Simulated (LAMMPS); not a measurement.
Pressure dependence of SiC (zinc blende) at 1740 K, from the crystal.

Level of theory: classical MD, pair style meam, file SiC.meam, run in LAMMPS.

| P (GPa) | state | volume | coordination number of C by Si |
|---|---|---|---|
| 0 | crystal; no diffusion seen in 21 ps | 10.966 ± 0.002 Å³/atom | 4.00 (counted to 2.70 Å) |
| 2 | crystal; no diffusion seen in 21 ps | 10.8423 ± 0.0008 Å³/atom | 4.00 (counted to 2.66 Å) |
| 5 | crystal; no diffusion seen in 21 ps | 10.667 ± 0.002 Å³/atom | 4.00 (counted to 2.66 Å) |

Caution (rows 2; 5): a run this short can hold a crystal over, or a liquid under, the potential's own melting point, which these runs don't give.

Estimate the isothermal bulk modulus at zero pressure. A parabola P(ln V) through the three points gives −dP/d ln V = 170 GPa at zero pressure.

States go by the mean squared displacement: a species diffuses where it passes 1.5 Å², still rises and gives D over 1e-6 cm²/s; a crystal has left its structure where atoms lie 0.35 Å off their sites on average or a cubic box changes its shape by 3 %, or the axial ratios of another lie 8 % off the starting cell's, which the potential's own relaxation can also do.

Uncertainties are statistical and leave out the potential's own error.
